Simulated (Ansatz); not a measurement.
Consider BaO in the rock salt structure (space group Fm-3m, No. 225; a = 5.5736 Å).

Method: plane-wave PAW DFT at the PBE level (Ansatz, an electronic-structure program, 420 eV), scalar-relativistic without spin-orbit coupling.

```
level  lattice parameter a
-----  -------------------
PBE                5.574 Å
```

Problem. What does experiment give, and how far off is each level?

Solution. Measured: lattice parameter a 5.54 Å (room temperature; as listed in Juan A. Santana et al., The Journal of Chemical Physics (2016)). Computed minus measured — lattice parameter a: PBE +0.6 %. Measured values not marked as corrected hold thermal and zero-point effects that the static-lattice runs lack.

Stability against distortions was not tested.
